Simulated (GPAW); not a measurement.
**Pressure against volume in wurtzite AlN (space group 186) (GPAW, PBEsol)**

```
AlN
1.0
    3.01970     0.00000     0.00000
   -1.50985     2.61514     0.00000
    0.00000     0.00000     4.83541
Al N
2 2
Direct
  0.33333   0.66667   0.00000
  0.66667   0.33333   0.50000
  0.33333   0.66667   0.38200
  0.66667   0.33333   0.88200
```

Method of the run: PBEsol, GPAW PAW datasets PBEsol (made by gpaw-setup) (plane waves; GPAW). Settings: mode = pw; ecut = 1040 eV; xc = PBEsol; kpts = 12 12 7; mesh shift (steps) = 0 0 0; occupations.name = fermi-dirac; occupations.width = 0.01 eV; nbands = -8; convergence.density = 1e-05 e/electron; convergence.energy = 1e-05 eV/electron; convergence.bands = -6; symmetry.symmorphic = false; symmetry.tolerance = 0.0005; maxiter = 150. The cell above is the first row's. The rows scale it uniformly. In all rows fractional positions and the k mesh are held.

| V (Å^3/atom) | P (GPa) |
|---|---|
| 9.546 | 24.26 |
| 9.754 | 18.19 |
| 9.961 | 12.70 |
| 10.169 | 7.72 |
| 10.376 | 3.21 |
| 10.584 | -0.89 |
| 10.791 | -4.60 |
| 10.999 | -7.97 |
| 11.206 | ? |

Question: Using a cubic, estimate the missing P at V = 11.206 from the other rows, showing the fit.

Answer: With u = V - 10.3, the rows have u = -0.7540, -0.5460, -0.3390, -0.1310, 0.0760, 0.2840, 0.4910, 0.6990. Least squares gives P = 4.811 - 21.4658·u + 5.1190·u² - 0.8218·u³. Residuals (row less fit): 0.001, -0.001, -0.008, 0.007, 0.001, 0.001, -0.008, 0.003; standard error 0.007 (degrees of freedom: 4). The fitted pressure is zero at V0 = 10.54, where dP/dV = -19.18, so B0 = -V0·dP/dV = 202 GPa. At the withheld row, u = 0.9060, so P = 4.811 - 21.4658 × 0.9060 + 5.1190 × 0.9060² - 0.8218 × 0.9060³ = -11.046 GPa. The calculation gives -11.02 GPa, 0.026 GPa above the prediction (0.1 % of the range of P in the table). The row lies outside the fitted rows, so this is an extrapolation. From the scatter of the fitted rows alone, a prediction at this place has a standard error of 0.019 GPa, so the miss is 1.4 times that.

Carrying the step between the two nearest rows on in a straight line would have given -11.32, off by 0.30; series whose last step already gives the withheld value aren't shown. The scan was laid around a cell of about the measured size, scaled by a guess for this functional; axis ratios and inner coordinates come from that cell. The runs keep the symmetry of the cell, so they don't test it for distortions. The shape of the cell and the inner coordinates aren't relaxed, so V0 and B0 belong to this uniform scaling; a relaxed crystal lies no higher in energy and is usually softer (forces reach 0.03 eV/Å in these rows). Cutoffs and mesh are single choices, not tested for convergence of this quantity. Series with a scatter that would blur these digits, or in which a gap closes, are not shown.
